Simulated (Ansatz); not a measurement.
Consider BN in the wurtzite structure (space group P6_3mc, No. 186; a = 2.555 Å, c = 4.225 Å). Axes: x lies along a and z along c of the hexagonal cell.

Calculations: DFT with PBE, PAW potentials and a 420 eV plane-wave cutoff in Ansatz (a first-principles code), no spin-orbit coupling.

The change: every lattice vector is shortened by 1.80 %, atoms relaxed at fixed cell.

Q: Predict the stress tensor and what it implies for the stiffness.

A: Stress of the strained cell less that of the base (GPa, compression positive):
```
  22.23    0.00    0.00
   0.00   22.23    0.00
   0.00    0.00   22.64
```

Then B = −ΔP/(ΔV/V₀) with ΔV/V₀ = -0.0530 gives secant stiffness values (nonlinear terms included at this strain): B (at held cell shape, above the free-shape value) ≈ 422 GPa.

As a check, the harmonic strain energy −½ V₀ Δσ:ε is 22 meV/atom; the computed energy rise is 21 meV/atom.

No phonon test of stability was made.
